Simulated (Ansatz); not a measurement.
**Response to strain in YN**

The reference is YN in the rock salt structure (space group Fm-3m, No. 225).

```
CELL_PARAMETERS angstrom
      0.00000     2.42808     2.42808
      2.42808     0.00000     2.42808
      2.42808     2.42808     0.00000
ATOMIC_POSITIONS crystal
  N  0.00000 0.00000 0.00000
  Y  0.50000 0.50000 0.50000
```

Cartesian axes are those of the cell as printed.

Strains are applied to the cell and any free atomic positions relax; under biaxial strain the out-of-plane vector relaxes too.

Calculations: PBEsol (Ansatz, a first-principles code; PAW; 420 eV plane waves; spin-orbit coupling left out).

Candidates:
(a) isotropic strain +0.99 %
(b) isotropic strain −2.05 %
(c) biaxial strain −1.64 %, plane normal [001], relaxed out of plane

Notes on the quantities. energy relative to the base: free energy F.

Order them by energy relative to the base, highest first.

(b) isotropic strain −2.05 % (+31 meV/atom), (c) biaxial strain −1.64 %, plane normal [001], relaxed out of plane (+10 meV/atom), (a) isotropic strain +0.99 % (+6.5 meV/atom)

A case with no gap was solved on a k-mesh chosen for an insulator, which is coarse for it. No phonon test of stability was made. All final runs are without spin polarisation.
